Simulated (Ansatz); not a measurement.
The reference is MoSe$_{2}$ in the 2H-MoS2 type structure (space group P6_3/mmc, No. 194; layered, stacked along the Cartesian z axis).

```xyz
6
Lattice="3.2770 0.0000 0.0000 -1.6385 2.8380 0.0000 0.0000 0.0000 12.7310" Properties=species:S:1:pos:R:3 pbc="T T T"
Mo     0.0000     1.8920     3.1828
Mo     1.6385     0.9460     9.5483
Se     0.0000     1.8920     7.8744
Se     1.6385     0.9460     1.5088
Se     1.6385     0.9460     4.8567
Se     0.0000     1.8920    11.2222
```

The values are results of Ansatz (an electronic-structure program), PBE-D3(BJ), PAW, cutoff 420 eV, no SOC, earlier PAW set, not measurements.

One thing is altered: every Mo is replaced by W; the structure is relaxed again.

Measured band gap: MoSe2 1.09 eV (room temperature; as listed in Carlos M. O. Bastos et al., Physical Review Materials (2019)); WSe2 1.2 eV (room temperature; as listed in Carlos M. O. Bastos et al., Physical Review Materials (2019)).

Measured lattice parameter a: MoSe2 3.289 Å (room temperature; as listed in arXiv:1605.07067); WSe2 3.282 Å (room temperature; as listed in arXiv:1605.07067).

How well does PBE-D3(BJ) reproduce the measured shift?

With PBE-D3(BJ) the band gap moves by +0.13 eV (0.74 → 0.87) against +0.11 eV measured; the lattice parameter a moves by +0.002 Å (3.277 → 3.279) against -0.007 Å measured.

With W present, leaving out spin-orbit coupling can change the band edges. No phonon test of stability was made.
